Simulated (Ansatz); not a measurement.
Consider the following.

```xyz
2
Lattice="0.0000 2.1889 2.1889 2.1889 0.0000 2.1889 2.1889 2.1889 0.0000" Properties=species:S:1:pos:R:3 pbc="T T T"
N      3.2833     3.2833     3.2833
Al     0.0000     0.0000     0.0000
```

No spin polarisation.

The values are results of Ansatz (a program for electronic structure) PBEsol, no spin-orbit coupling, not measurements. k-mesh 13×13×13 (Γ-centred); smearing 0.05 eV (Fermi–Dirac).

Problem. Predict the band gap, gap character, smallest direct gap and electron mass.

Solution. 
- Band gap: 3.19 eV
- Gap character: indirect, Γ → X
- Smallest direct gap: 4.06 eV
- Electron mass: 0.52 mₑ along k, 0.32 mₑ across (at X)

Masses are band curvatures over ±0.01 Å⁻¹ around the edge. Along k means along the line from Γ to the band edge. Stability against distortions was not tested. The cell was made from AlAs by this change: As → N. This is not the structure that AlN has at room temperature and ambient pressure.
